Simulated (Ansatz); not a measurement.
Consider SnO2 in the rutile structure (space group P4_2/mnm, No. 136).

```
SnO2
1.0
    4.82757     0.00000     0.00000
    0.00000     4.82757     0.00000
    0.00000     0.00000     3.23813
Sn O
2 4
Direct
  0.00000   0.00000   0.00000
  0.50000   0.50000   0.50000
  0.30658   0.30658   0.00000
  0.80658   0.19342   0.50000
  0.19342   0.80658   0.50000
  0.69342   0.69342   0.00000
```

Level of theory: PBE (Ansatz, an electronic-structure program; PAW; 420 eV plane waves; scalar-relativistic without spin-orbit coupling).

Before the change:

Density: 6.63 g/cm³
Band gap: 0.68 eV

One thing is altered: a hydrostatic pressure of 0.9 GPa.

### Question
What does the calculation give for the density, band gap and hole mass after the change?

### Answer
The density increases by 0.04 g/cm³ (6.63 g/cm³ → 6.67 g/cm³); the band gap increases by 0.05 eV to 0.73 eV; the hole mass amounts to 1.9 mₑ along c, 1.3 mₑ across (at Γ).

Load acts through the strain it causes; cell and atoms are relaxed under it. Masses are band curvatures over ±0.01 Å⁻¹ around the edge. No phonon test of stability was made.
